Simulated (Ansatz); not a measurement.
## Pressure series in VO2

Take VO2 in the rutile structure (space group P4_2/mnm, No. 136; a = 4.5836 Å, c = 2.8386 Å; ferromagnetic) as the base.

Cell and atoms are relaxed at each pressure.

The values are results of PBE in Ansatz (plane waves to 420 eV, PAW, scalar-relativistic without spin-orbit coupling), not measurements.

Two rows of this table had their results exchanged by mistake.

```tsv
pressure	volume per atom (Å³)	shortest distance (Å)	band gap
pressure −1 GPa	9.38	1.892	zero
pressure 3 GPa	9.81	1.917	zero
pressure 7 GPa	9.66	1.910	zero
pressure 15 GPa	9.98	1.924	zero
pressure 30 GPa	8.96	1.855	zero
pressure 50 GPa	8.52	1.817	zero
pressure 75 GPa	8.05	1.783	zero
pressure 100 GPa	7.71	1.755	zero
```

Question: Which two?

Answer: The rows for pressure −1 GPa and pressure 15 GPa: the volume has to fall steadily with pressure, so 9.98 Å³ belongs to pressure −1 GPa and 9.38 Å³ to pressure 15 GPa.

Other magnetic orders, which the real material may have, were not ruled out. Load acts through the strain it causes; cell and atoms are relaxed under it. No phonon test of stability was made. Competing high-pressure phases were not computed. Seeded moments were not kept for pressure 100 GPa. No Hubbard U is applied, and correlation can decide whether such a compound is a metal.

Ansatz is a first-principles code.
